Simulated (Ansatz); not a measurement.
Start from BeSe in the zinc blende structure (space group F-43m, No. 216).

```yaml
crystal:
  lattice:
    - [0.00000, 2.56445, 2.56445]
    - [2.56445, 0.00000, 2.56445]
    - [2.56445, 2.56445, 0.00000]
  atoms:
    - { symbol: Be, position: [0.00000, 0.00000, 0.00000] }
    - { symbol: Se, position: [0.25000, 0.25000, 0.25000] }
```

Cartesian axes are those of the cell as printed.

Computed with PBEsol (Ansatz, a quantum-chemistry and plane-wave program), no SOC.

For the base:

| Quantity | Value |
|---|---|
| Smallest direct gap | 4.28 eV |
| Electron mass | 0.84 mₑ along k, 0.26 mₑ across (at X) |
| Valence-band top at Γ | 0.00, 0.00, 0.00 eV |
| Band gap | 2.47 eV |

The change: uniaxial strain ε_zz = −3.00 %, all other strain components held at zero; the atoms relax in the strained cell.

Question: What happens to the smallest direct gap, electron mass, valence-band top at Γ, band gap and energy relative to the base?

Answer: The smallest direct gap rises by 0.115 eV (4.28 eV → 4.40 eV); the electron mass becomes 0.79 mₑ along k, 0.27 mₑ across (at X) (base: 0.84 mₑ along k, 0.26 mₑ across (at X)); the valence-band top at Γ (three highest levels, from the VBM) goes from 0.00, 0.00, 0.00 eV to 0.00, -0.16, -0.16 eV; the band gap falls by 0.32 eV (2.47 eV → 2.15 eV); the energy rises by 6.3 meV/atom.

Effective masses come from finite differences of ±0.01 Å⁻¹. Along k means along the line from Γ to the band edge. Stability against distortions was not tested.
